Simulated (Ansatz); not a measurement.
# Pressure series in VSi2

Consider VSi$_{2}$ (space group P6_222, No. 180; a = 4.566 Å, c = 6.366 Å).

Cell and atoms are relaxed at each pressure.

Level of theory: PBE in Ansatz (plane waves to 420 eV, PAW, no spin-orbit coupling).

Notes on the quantities. enthalpy: H = E + PV relative to the base's energy.

| variant | enthalpy | lattice parameter a |
|---|---|---|
| base | – | 4.566 Å |
| pressure −2 GPa | -0.16 eV/atom | 4.586 Å |
| pressure −1 GPa | -0.08 eV/atom | 4.576 Å |
| pressure 1.8 GPa | +0.14 eV/atom | … |
| pressure 4.2 GPa | +0.33 eV/atom | 4.528 Å |
| pressure 9 GPa | +0.70 eV/atom | 4.490 Å |
| pressure 18 GPa | +1.37 eV/atom | 4.427 Å |
| pressure 30 GPa | +2.23 eV/atom | 4.358 Å |
| pressure 45 GPa | +3.25 eV/atom | 4.287 Å |
| pressure 60 GPa | +4.24 eV/atom | 4.228 Å |

Task: Fill in the withheld entries from the trend.

Result: 
- pressure 1.8 GPa, lattice parameter a: 4.549 Å

Load acts through the strain it causes; cell and atoms are relaxed under it. Whether these cells are dynamically stable was not tested. No other phases were tried under pressure. Seeded moments were not kept for the base. All final runs are without spin polarisation. An odd electron count without spin: VSi2.

Ansatz is a first-principles code.
